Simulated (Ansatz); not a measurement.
# How far PBE and r2SCAN part for WC, pressure 1.5 GPa

Base system: WC (space group P-6m2, No. 187; a = 2.922 Å, c = 2.847 Å).

(Cell as relaxed with PBE.)

Levels (all Ansatz, an electronic-structure program, PAW, earlier PAW set): PBE (420 eV, without spin-orbit coupling); r2SCAN (500 eV, no spin-orbit coupling).

Each level relaxes its own structure.

```csv
base,PBE,r2SCAN
volume per atom,10.53 Å³,10.42 Å³
lattice parameter a,2.922 Å,2.913 Å
band gap,zero,zero
```

Now apply this change: a hydrostatic pressure of 1.5 GPa.

```json
[
 {"quantity": "volume per atom", "PBE": "10.49 Å³", "r2SCAN": "10.38 Å³"},
 {"quantity": "c/a ratio", "PBE": "0.975", "r2SCAN": "0.974"},
 {"quantity": "band gap", "PBE": "zero", "r2SCAN": "zero"}
]
```

PBE's volume per atom lies 0.104 Å³ above r2SCAN's (1.0 %); the two agree on the band gap. Neither level is exact; r2SCAN is the comparison here, not a measurement.

Load acts through the strain it causes; cell and atoms are relaxed under it. Stability against distortions was not tested. All final runs are without spin polarisation.
